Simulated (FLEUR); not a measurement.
Worked example: self-consistent single point of Sr (Fm-3m, 1 atom in the cell) in FLEUR.

Method of the run: LDA (Perdew-Zunger), all-electron FLAPW (FLEUR), scalar-relativistic valence in FLEUR.

```xyz
1
Lattice="0.0000 2.9759 2.9759 2.9759 0.0000 2.9759 2.9759 2.9759 0.0000" Properties=species:S:1:pos:R:3 pbc="T T T"
Sr     0.0000     0.0000     0.0000
```

Reference input (self-consistent single point, DFT, PBE, all-electron FLAPW (FLEUR), scalar-relativistic valence): Kmax = 3.8 1/bohr; GmaxXC = 15.2 1/bohr; xcFunctional = pbe; jspins = 1; l_soc = F; mode = hist; fermiSmearingEnergy = 0.00367493 Htr; mesh (inpgen div1-3) = 8 8 8; inpgen gamma flag = true; Gmax = 15.2 1/bohr; numbands = 0; maxIterBroyd = 25. This run's input differs from it in these lines:

```diff
@@ -13,2 +13,3 @@
 &comp jspins=1 /
+&exco xctyp='pz' /
 &kpt div1=8 div2=8 div3=8 gamma=t /
@@ -25,3 +26,3 @@
       <coreElectrons ctail="T" frcor="F" kcrel="0" coretail_lmax="0"/>
-      <xcFunctional name="pbe" relativisticCorrections="F"/>
+      <xcFunctional name="pz" relativisticCorrections="F"/>
       <magnetism jspins="1"/>
```

Output, abridged:

```
 Iteration:     1   Distance:       1.59753376 me/bohr^3
 Iteration:     2   Distance:       1.51489024 me/bohr^3
 Iteration:     3   Distance:       0.19852384 me/bohr^3
 Iteration:     4   Distance:       0.13181302 me/bohr^3
 Iteration:     5   Distance:       0.01493922 me/bohr^3
   [... 2 lines left out ...]
 Iteration:     8   Distance:       0.00024651 me/bohr^3
 Iteration:     9   Distance:       0.00001961 me/bohr^3
 Iteration:    10   Distance:       0.00001773 me/bohr^3
 Iteration:    11   Distance:       0.00000092 me/bohr^3
 Run finished successfully
 Stop message:
   Structural relaxation: Done

[file out, last iteration]
             iter=     12
[...]
          total density-effective poten   -5.1447539490E+03
          total charge density-energy d   -1.0146253698E+02
 Updated energy parameters for spin:           1
[...]
 fermi energy and band-weighting factors:
    0.295036

[...]
FERMIE:
          first approx. to ef    (T=0)  :   0.155958 htr   (energy of the highest occ. eigenvalue)
          number of occ. states  (T=0)  :        145
          first approx. to seigv (T=0)  :  -5.291213 htr
          sum of weights of occ. states :   5.000000
          sum of semicore charge        :   0.000000 e
FERHIS:  Fermi-Energy by histogram:
          bandgap                     :   0.001045 htr
   [... lines left out ...]
          charge neutrality (T=0)     :   0.000000    (zero if the highest occ. eigenvalue is "entirely" occupied)
     EF_NEWTON:  Adjust Fermi-Energy by Newton-Method.
 Direct bandgap for spin            1 :    1.1838594096431898E-002  Htr
   [... lines left out ...]
 ---->    (input%tkb*entropy) TS=              0.0013693030 htr
 ---->    free energy=                     -3176.1834409756 htr
      extrapolation for T->0
 ---->    total electron energy=           -3176.1827563241 htr
 ***** TOTAL FORCES ON ATOMS *****
 TOTAL FORCE FOR ATOM TYPE=  1  X=  0.000   Y=  0.000   Z=  0.000
                       FX_TOT= 0.000000 FY_TOT= 0.000000 FZ_TOT= 0.000000
 Structural relaxation: Done
```

The run converged in 11 iterations. FLEUR gives forces in its relaxation mode, with a further iteration, so its stop message speaks of a relaxation. 

The starting cell has typed, rounded lattice constants, without a prior relaxation at this level. Its lattice was rescaled by a random factor within 2.5 % of one. Values depend on the basis (sphere radii, cutoffs, local orbitals), which need not be converged. The log's line on a gap gives a spacing of levels on this mesh, which the program prints for metals too.
